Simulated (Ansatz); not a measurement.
Consider Mg$_{2}$Si (space group Fm-3m, No. 225).

```yaml
crystal:
  lattice:
    - [0.00000, 3.16305, 3.16305]
    - [3.16305, 0.00000, 3.16305]
    - [3.16305, 3.16305, 0.00000]
  atoms:
    - { symbol: Si, position: [0.00000, 0.00000, 0.00000] }
    - { symbol: Mg, position: [0.25000, 0.25000, 0.25000] }
    - { symbol: Mg, position: [0.75000, 0.75000, 0.75000] }
```

Cartesian axes are those of the cell as printed.

The values are results of DFT with PBEsol, PAW potentials and a 420 eV plane-wave cutoff in Ansatz (a program for electronic structure), scalar-relativistic without spin-orbit coupling, not measurements.

Modification: the cell is stretched by 1.07 % along z with no lateral relaxation, atoms relaxed at fixed cell.

### Question
Predict the stress tensor and what it implies for the stiffness.

### Answer
Stress of the strained cell less that of the base (GPa, compression positive):
```
  -0.25    0.00    0.00
   0.00   -0.25    0.00
   0.00    0.00   -1.24
```

Then −Δσ_ii/ε with ε = 0.0107 gives relaxed-ion elastic constants: C33 ≈ 116 GPa, C13 ≈ 24 GPa and C23 ≈ 24 GPa.

Stability against distortions was not tested.
